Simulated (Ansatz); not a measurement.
CH3 on the 1x1 (111) surface of fcc Ir, one in a 2x2 cell, energies for each (26.0 Å²). Energies are against CH4(g) − ½ H2(g), without zero-point or thermal terms; each row is named by its start.

These are PBE (plane waves to 420 eV, PAW; Ansatz, a program for electronic structure) values and carry that method's errors.

Set-up: 20 atoms, 6.6 Å thick at the start under the adsorbate (thin: gaps and levels are the slab's own); mesh 6x6x1; 0.1 eV smearing; dipole correction on; 8 atoms held, the rest relaxed; each run with such symmetry as its start has; spin where the adsorbate may keep a moment, no spin-orbit, no U, no dispersion correction.

A negative adsorption energy means that the adsorbate is more stable on the surface than in its reference. Starts that drift may end in the same place. Heights count from the host atoms within 0.3 Å of the top one.

```
starting site                           E_ads (eV)  height (Å)  nearest host atom (Å)  bonded to  Δ work function (eV)  lateral drift (Å)  moment (μB)
--------------------------------------  ----------  ----------  ---------------------  ---------  --------------------  -----------------  -----------
top Ir                                        0.64        2.24                Ir 2.13         Ir                 -0.56                0.0          0.0
hollow Ir-Ir-Ir over Ir at depth 2.2 Å        1.10        1.74                Ir 2.33       3 Ir                 -1.72                0.0            –
hollow Ir-Ir-Ir over Ir at depth 4.4 Å        1.02        1.72                Ir 2.34       3 Ir                 -1.73                0.0            –
bridge Ir-Ir (span 2.7 Å)                     0.64        2.24                Ir 2.12         Ir                 -0.56                1.4            –
```
